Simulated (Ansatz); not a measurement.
Results of G0W0@LDA (Ansatz, an electronic-structure program, hard PAW, contour deformation) for zinc-blende BeS.

The cell has the measured lattice parameters. Conventional cell: a = 4.8700 Å, b = 4.8700 Å, c = 4.8700 Å, α = 90.00°, β = 90.00°, γ = 90.00°.

The quasiparticle gap at Γ at a fixed k mesh 2×2×2:

| response cutoff | value (eV) |
|---|---|
| 250 eV, 476 empty bands | 6.913 |
| 300 eV, 626 empty bands | 6.928 |
| 400 eV, 964 empty bands | 6.946 |
| 500 eV, 1347 empty bands | 6.956 |

Problem. Taking the value to converge with the response cutoff E as E^(−3/2), extrapolate from the last two rows.

Solution. With y = y∞ + c/w and weights w = 8000 and 11180 for the last two rows, y∞ = (w2 y2 − w1 y1)/(w2 − w1) = (11180 × 6.956 − 8000 × 6.946)/3180 = 6.981 eV, which lies 0.025 beyond the last row. Successive pairs of rows give 6.976, 6.979, 6.981. The limit also hangs on the law assumed, so its last digits aren't firm.

The other settings are not extrapolated, so this is the limit in one setting alone.

At the last cutoff the smallest gap on this mesh is 4.03 eV, with an edge away from Γ.
